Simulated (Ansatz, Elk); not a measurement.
An Elk input for a self-consistent single point of Cr (Im-3m, 1 atom in the cell) (DFT, PBE, all-electron FP-LAPW, Elk's shipped species files, APW+lo basis with extra local orbitals):

```
tasks
  0

xctype
  20

spinpol
  .true.

reducebf
  0.7

rgkmax
  8.0

gmaxvr
  16.0

nxlo
  2

lorbcnd
  .true.

rmtscf
  0.91

lmaxi
  2

nempty
  12

swidth
  0.00367493

maxscl
  100

scale
  4.642567395

avec
   -0.5773502692    0.5773502692    0.5773502692
    0.5773502692   -0.5773502692    0.5773502692
    0.5773502692    0.5773502692   -0.5773502692

sppath
  'species/'

atoms
  1
  'Cr.in'
  1
  0.0000000000  0.0000000000  0.0000000000    0.0 0.0 -1.5

ngridk
  13 13 13
```

Q: Translate this input to Ansatz (a program for electronic structure).

A: This is the input that was run; spellings and numerical settings could be chosen otherwise.

Ansatz 0.2 input:
```yaml
# Cr
crystal:
  lattice:
    - [-1.41840000, 1.41840000, 1.41840000]
    - [1.41840000, -1.41840000, 1.41840000]
    - [1.41840000, 1.41840000, -1.41840000]
  atoms:
    - { symbol: Cr, position: [0.00000000, 0.00000000, 0.00000000], spin: 3.0 }
kpoints:
  mp_grid:
    grid: [13, 13, 13]
hamiltonian:
  xc: pbe
  pseudopotentials:
    kind: paw
magnetization:
  spin_polarized: true
scf:
  occupations:
    method: fermi_dirac
    width: 0.0073 Ry
output:
  forces: true
  eigenvalues: true
  stress: true
```

Basis, cutoffs, solver keys and any potentials are the target program's own. This input uses DFT, PBE, plane waves, default PAW files. The width in Ry is rounded to four decimals. Both were run: size of the net moment 0.00 μB/atom in Elk and 0.00 in Ansatz.

On Ansatz: the starting cell was generated: these elements placed on a structure prototype, without a prior relaxation; it need not be a known phase or ordering of this composition. Its lattice was rescaled by a random factor within 2.5 % of one. The starting moments vanished: the run ended non-magnetic, which need not be the lowest state. The program warned that a starting moment was not kept. With a pressure of about 3 GPa the cell is away from its equilibrium volume at this level.

On Elk: the starting cell was generated: these elements placed on a structure prototype, without a prior relaxation; it need not be a known phase or ordering of this composition. Its lattice was rescaled by a random factor within 2.5 % of one. The starting moments vanished: the run ended non-magnetic, which need not be the lowest state. Values depend on the basis (sphere radii, cutoffs, local orbitals), which need not be converged.
